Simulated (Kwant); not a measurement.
System: GaAs/Al0.3Ga0.7As stack with 1 barrier. One parabolic valley. Leads of mass 0.067 mₑ with the band edge at 0; grid 0.1 nm; bias swept from 0.0096 to 0.44756 V, dropping linearly over the stack. Emitter Fermi level 0.015 eV, 300 K, equal in the collector.

```json
[
 {"layer": "1", "thickness (nm)": "3.1", "band offset (eV)": "0.24", "mass (mₑ)": "0.092"}
]
```

The device is made up for the run: typed textbook-type constants, with dimensions and the other settings drawn at random.

Computed with Kwant: one-band effective-mass tight-binding model in one dimension, coherent, no space charge, current by the Tsu-Esaki formula.

Sweep values stay those of the base run.

The mass in the first barrier was swept, all else fixed.

```
mass in the first barrier (mₑ)  J (A/cm²) at bias = 0.1069 V  J (A/cm²) at bias = 0.2205 V  J (A/cm²) at bias = 0.4476 V  J (A/cm²) at bias = 0.3340 V
------------------------------  ----------------------------  ----------------------------  ----------------------------  ----------------------------
0.055                                                 116000                        183000                        305000                        246000
0.074                                                  81800                        132000                        254000                        189000
0.092                                                  59200                         98200                        217000                        149000
0.12                                                   36600                         63700                        176000                        106000
```

From the first row to the last the J at bias = 0.1069 V goes from 116000 to 36600. From the first row to the last the J at bias = 0.2205 V goes from 183000 to 63700.
